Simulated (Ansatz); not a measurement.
Results of RPBE (plane waves, PAW; Ansatz, a program for electronic structure) for L1₀ (CuAu-type) CuAu.

Settings: plane-wave cutoff 520 eV, 20×20×16 k mesh (along the axes of the cell as run), Fermi–Dirac smearing 0.05 eV, no spin polarisation, scalar-relativistic PAW data made under PBE.

Energies at three volumes about the minimum:

```tsv
V (Å³/atom)	E − E_lowest (meV/atom)
15.172	2.48
15.481	0.00
15.791	2.27
```

Question: Fit a parabola by hand: where is the minimum, and what is the bulk modulus?

Answer: Slopes: (0.00 − 2.48)/(15.481 − 15.172) = -8.026 and (2.27 − 0.00)/(15.791 − 15.481) = 7.323 meV/Å³. Curvature E″ = 2 × (7.323 − (-8.026))/(15.791 − 15.172) = 49.593 meV/Å⁶. From the middle of the first interval, the slope vanishes at V0 = 15.3265 − (-8.026)/49.593 = 15.488 Å³/atom. B = V0 E″ = 15.488 × 49.593 meV/Å³ × 0.1602 GPa per meV/Å³ = 123 GPa. The full Birch–Murnaghan fit to all volumes gives V0 = 15.481 Å³/atom and B0 = 123 GPa.

Shape and atoms are relaxed at each volume.

Note: the bulk modulus comes from volumes at which shape and atoms were relaxed.
